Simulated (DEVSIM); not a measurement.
**illuminated Si n-on-p cell, one wavelength, with a back-surface field**

System: illuminated Si n-on-p cell, one wavelength, with a back-surface field, at 300 K.

| layer (left to right) | material | thickness (μm) | Nd (cm⁻³) | Na (cm⁻³) | τn (s) | τp (s) | absorption coefficient (cm⁻¹) |
|---|---|---|---|---|---|---|---|
| 1 | Si | 0.180 | 2.6e18 | - | 1.5e-7 | 2.9e-7 | 9700 |
| 2 | Si | 31.0 | - | 2.9e17 | 2.2e-6 | 2.2e-6 | 9700 |
| 3 | Si | 1.80 | - | 9.6e18 | 2.2e-6 | 2.2e-6 | 9700 |

Left contact: ohmic, minority hole recombination velocity 40000 cm/s. Right contact: ohmic, minority electron recombination velocity 30000 cm/s. Voltage is applied to the left contact. Recombination: SRH at mid-gap, radiative, Auger. Light enters at the left, 1e19 photons cm⁻² s⁻¹, one pass, no reflection. Mobility is μmin + (μ − μmin)/(1 + (N/Nref)^α).

The device is made up for the run: typed textbook-type constants, with dimensions and the other settings drawn at random. Values at 300 K.

```
parameter           Si
-------------  -------
gap (eV)         1.124
affinity (eV)     4.05
permittivity      11.7
Nc (cm⁻³)      2.86e19
Nv (cm⁻³)       3.1e19
μn (cm²/Vs)       1417
μp (cm²/Vs)        470
μn,min              52
μp,min              45
Nref,n          9.7e16
Nref,p          2.2e17
αn                0.68
αp                0.72
B (cm³/s)      4.7e-15
Cn (cm⁶/s)     2.8e-31
Cp (cm⁶/s)     9.9e-32
```

Model (solved in DEVSIM): 1D drift-diffusion, Boltzmann statistics, complete ionisation; no tunnelling, impact ionisation, image-force lowering or self-heating.

```
Quantity                                                  Result
---------------------------------------------------  -----------
Potential step across the device at zero bias            1.032 V
Dark forward voltage at 1 A/cm²                          0.744 V
Dark forward voltage at 100 A/cm²                        0.880 V
Short-circuit current                                1560 mA/cm²
Open-circuit voltage                                     0.755 V
Fill factor                                                 0.85
Largest power                                        1000 mW/cm²
Share of generated pairs collected at short circuit        0.974
```

Current under light (generator sign):

```tsv
V (V)	J (mA/cm²)
0.00	1560
0.12	1560
0.24	1560
0.36	1560
0.48	1560
0.60	1560
0.62	1550
0.64	1540
0.66	1520
0.68	1470
0.70	1370
0.72	1150
0.74	674
0.76	-341
```

Dark forward current:

(V (V), J (A/cm²)): (-0.05, -3.1e-10); (-0.10, -1.1e-9); (-0.15, -3.3e-9); (-0.20, -9.7e-9); (-0.25, -3.0e-8); (-0.30, -1.0e-7); (-0.35, -4.4e-7); (-0.40, -2.2e-6); (-0.45, -1.3e-5); (-0.50, -8.6e-5); (-0.60, -0.0040); (-0.65, -0.027); (-0.70, -0.19); (-0.75, -1.3); (-0.80, -8.3); (-0.85, -44); (-0.90, -170); (-0.95, -560); (-1.00, -1600); (-1.05, -3500)
